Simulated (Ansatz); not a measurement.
The reference is AlN in the wurtzite structure (space group P6_3mc, No. 186; a = 3.114 Å, c = 4.983 Å).

The change: cell and atoms relaxed at a pressure of 9 GPa.

All numbers come from DFT with PBEsol, PAW potentials and a 420 eV plane-wave cutoff in Ansatz (an electronic-structure program), spin-orbit coupling left out.

Base, band edges from the VBM (valence, conduction): K -2.41, 4.89; H -0.80, 7.28; M -0.70, 5.67; L -1.38, 5.17; A -0.56, 6.35; Γ 0.00, 4.09 eV.

**Question.** Give the band edges at the high-symmetry points of the new zone, measured from its valence-band maximum.

**Answer.** 
| point | valence edge (eV) | conduction edge (eV) |
|---|---|---|
| Γ | 0.00 | 4.44 |
| M | -0.74 | 5.76 |
| K | -2.49 | 4.91 |
| A | -0.62 | 6.68 |
| L | -1.43 | 5.30 |
| H | -0.82 | 7.41 |

The gap is 4.44 eV, direct at Γ.

Load acts through the strain it causes; cell and atoms are relaxed under it. No phonon test of stability was made. Tetrahedral semiconductors of this kind turn to denser phases somewhere between about 1 and 50 GPa; those were not computed, so compressed cells here can lie past the real transition.
